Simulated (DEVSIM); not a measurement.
**abrupt GaAs p-n junction**

Structure: abrupt GaAs p-n junction, at 300 K.

| layer (left to right) | material | thickness (μm) | Nd (cm⁻³) | Na (cm⁻³) | τn (s) | τp (s) |
|---|---|---|---|---|---|---|
| 1 | GaAs | 85.0 | - | 2.6e16 | 1.2e-9 | 1.2e-9 |
| 2 | GaAs | 3.10 | 3e14 | - | 1.2e-9 | 1.2e-9 |

Left contact: ohmic. Right contact: ohmic. Voltage is applied to the left contact. Recombination: SRH at mid-gap. Mobility is constant in doping.

The device is made up for the run: typed textbook-type constants, with dimensions and the other settings drawn at random. Values at 300 K.

| parameter | GaAs |
|---|---|
| gap (eV) | 1.424 |
| affinity (eV) | 4.07 |
| permittivity | 12.9 |
| Nc (cm⁻³) | 4.7e17 |
| Nv (cm⁻³) | 9e18 |
| μn (cm²/Vs) | 8500 |
| μp (cm²/Vs) | 400 |

Model (solved in DEVSIM): 1D drift-diffusion, Boltzmann statistics, complete ionisation; no tunnelling, impact ionisation, image-force lowering or self-heating.

* **Potential step across the device at zero bias**: 1.083 V
* **Largest field in the device at zero bias**: 11000 V/cm
* **Dark forward voltage at 1 A/cm²**: 0.928 V
* **Dark forward voltage at 100 A/cm²**: 1.594 V

Dark forward current:

(V (V), J (A/cm²)): (0.05, 3.7e-9); (0.15, 3.8e-8); (0.25, 2.9e-7); (0.35, 2.2e-6); (0.45, 1.7e-5); (0.55, 0.00013); (0.65, 0.0011); (0.75, 0.011); (0.85, 0.13); (0.95, 1.7); (1.00, 4.4); (1.10, 15); (1.20, 29); (1.30, 45); (1.40, 63); (1.50, 82); (1.60, 100); (1.70, 120); (1.80, 140); (1.90, 160)
